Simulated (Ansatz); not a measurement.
The parent structure is Mg3PbO in the anti-perovskite structure (space group Pm-3m, No. 221; a = 4.385 Å; a hypothetical phase, not in the database extracts checked).

The change: an isotropic linear strain of +4.81 %, atoms relaxed at fixed cell.

Levels (all Ansatz, an electronic-structure program, PAW): PBEsol (420 eV, without spin-orbit coupling); r2SCAN (500 eV, no spin-orbit coupling).

The geometry is relaxed with PBEsol.

| Quantity | Result |
|---|---|
| PBEsol pressure | -7.2 GPa |

### Question
How does going to r2SCAN change the pressure?

### Answer
The pressure shrinks by 0.8 GPa to -8.0 GPa.

Single points use the geometry relaxed with PBEsol. Their cutoffs differ, which shifts pressures a little. No phonon test of stability was made. The final runs are not spin-polarised.
